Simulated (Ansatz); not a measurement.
Base system: Ti₃Al (space group P6_3/mmc, No. 194; a = 5.747 Å, c = 4.632 Å). Axes: x lies along a and z along c of the hexagonal cell.

The values are results of r2SCAN (Ansatz, a first-principles code), scalar-relativistic without spin-orbit coupling, earlier PAW set, not measurements.

For the base:

```
Quantity                         Value
-----------------------------  -------
Pressure                       0.0 GPa
Shortest interatomic distance  2.813 Å
```

Perturbation: the cell is stretched by 0.68 % along x with no lateral relaxation, atoms relaxed at fixed cell.

Task: How does this affect the pressure?

Result: The pressure (mean of the normal stresses, compression positive) goes from zero to -0.8 GPa.

Task: What does the calculation give for the shortest interatomic distance after the change?

Result: The shortest interatomic distance rises by 0.008 Å to 2.821 Å.

The cells carry an imposed strain or load. Stability against distortions was not tested. All final runs are without spin polarisation.
